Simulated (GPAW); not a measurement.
Worked example: self-consistent single point of NiSb (P6_3/mmc, 4 atoms in the cell) in GPAW.

Level of theory: PBE, GPAW PAW datasets PBE (gpaw-data 1.0.1) (plane waves; GPAW).

The change in words: lattice scaled by 0.98. Reference geometry:
```xyz
4
Lattice="1.9784 -3.4266 0.0000 1.9784 3.4266 0.0000 0.0000 0.0000 5.1649" Properties=species:S:1:pos:R:3 pbc="T T T"
Ni     0.0000     0.0000     2.5824
Ni     0.0000     0.0000     0.0000
Sb     1.9784     1.1422     1.2912
Sb     1.9784    -1.1422     3.8737
```

Reference input (self-consistent single point, DFT PBE, plane waves, GPAW PAW datasets PBE (gpaw-data 1.0.1)): mode = pw; ecut = 800 eV; xc = PBE; kpts = 8 8 5; mesh shift (steps) = 0 0 0; occupations.name = methfessel-paxton; occupations.width = 0.2 eV; occupations.order = 0; nbands = -10; convergence.density = 1e-05 e/electron; convergence.energy = 1e-05 eV/electron; symmetry.symmorphic = false. This run's input differs from it in these lines:

```diff
@@ -5,5 +5,5 @@
 atoms = Atoms(['Ni', 'Ni', 'Sb', 'Sb'],
-              cell=[[1.978362, -3.426624, 0.000000],
-                    [1.978362, 3.426624, 0.000000],
-                    [0.000000, 0.000000, 5.164884]],
+              cell=[[1.938795, -3.358092, 0.000000],
+                    [1.938795, 3.358092, 0.000000],
+                    [0.000000, 0.000000, 5.061586]],
               scaled_positions=[[0.000000, 0.000000, 0.500000],
```

Log, with long lists cut:

```
     iter     time        total  log10-change:
                         energy   eigst   dens
iter:   1 --:--:--   -26.888052
iter:   2 --:--:--   -25.551738   -0.26  -1.44
iter:   3 --:--:--   -24.481714   -0.83  -1.52
iter:   4 --:--:--   -24.496313   -1.85  -1.66
iter:   5 --:--:--   -24.349289   -1.75  -1.81
   [... 3 lines left out ...]
iter:   9 --:--:--   -24.354526   -4.08  -2.91
iter:  10 --:--:--   -24.356245   -4.21  -2.91
iter:  11 --:--:--   -24.354068   -4.78  -2.84
iter:  12 --:--:--   -24.354129   -5.85  -3.05
iter:  13 --:--:--   -24.353698c  -5.61  -3.08
iter:  14 --:--:--   -24.352448   -4.00  -3.15
iter:  15 --:--:--   -24.352112   -4.97  -3.26
iter:  16 --:--:--   -24.352114c  -6.63  -3.66
iter:  17 --:--:--   -24.352096c  -6.19  -3.68
iter:  18 --:--:--   -24.352099c  -6.98  -3.92
iter:  19 --:--:--   -24.352102c  -6.39  -4.10
iter:  20 --:--:--   -24.352101c  -7.18  -4.19
iter:  21 --:--:--   -24.352101c  -7.95c -4.28
iter:  22 --:--:--   -24.352099c  -7.05  -4.30
iter:  23 --:--:--   -24.352100c  -7.54c -4.77
iter:  24 --:--:--   -24.352100c  -8.24c -4.98
iter:  25 --:--:--   -24.352100c  -9.97c -5.27c
Converged after 25 iterations.

Dipole moment: (-0.000000, 0.000000, -0.000000) |e|*Ang

Energy contributions relative to reference atoms: (reference = -435299.113390)

Kinetic:        +28.692163
Potential:      -20.271927
External:        +0.000000
XC:             -33.123597
Entropy (-ST):   -0.040013
Local:           +0.371268
SIC:             +0.000000
--------------------------
Free energy:    -24.372106
Extrapolated:   -24.352100

Showing only first 2 kpts
 Kpt  Band  Eigenvalues  Occupancy
  0    29     10.58459    0.00008
  0    30     10.58463    0.00008
  0    31     12.69217    0.00000
  0    32     12.69218    0.00000

  1    29     11.04395    0.00000
  1    30     11.04400    0.00000
  1    31     12.66285    0.00000
  1    32     12.66286    0.00000

Fermi level: 10.02754

No gap
No difference between direct/indirect transitions
Energy (eV): -24.3521

Forces in eV/Ang:
  0 Ni    0.00000    0.00000    0.00000
  1 Ni    0.00000    0.00000    0.00000
  2 Sb   -0.00000   -0.00000    0.00000
  3 Sb   -0.00000    0.00000   -0.00000

Stress tensor:
    -0.058829     0.000000    -0.000000
    -0.000000    -0.058829     0.000000
    -0.000000     0.000000    -0.051921
Stress (GPa, Voigt): [-9.4255 -9.4255 -8.3187  0.     -0.      0.    ]
```

The run converged in 25 iterations. GPAW prints stress with tension positive. Against the reference run the free energy rises by 30.2 meV/atom and the pressure goes from 0.80 to 9.06 GPa.

The starting cell has typed, rounded lattice constants, without a prior relaxation at this level. Its lattice was rescaled by a random factor within 2.5 % of one. For this run, on top of that: lattice scaled by 0.98. Spin polarisation is off. With a pressure of about 9 GPa the cell is away from its equilibrium volume at this level.

Cost on one core of a shared machine: roughly 3 min.
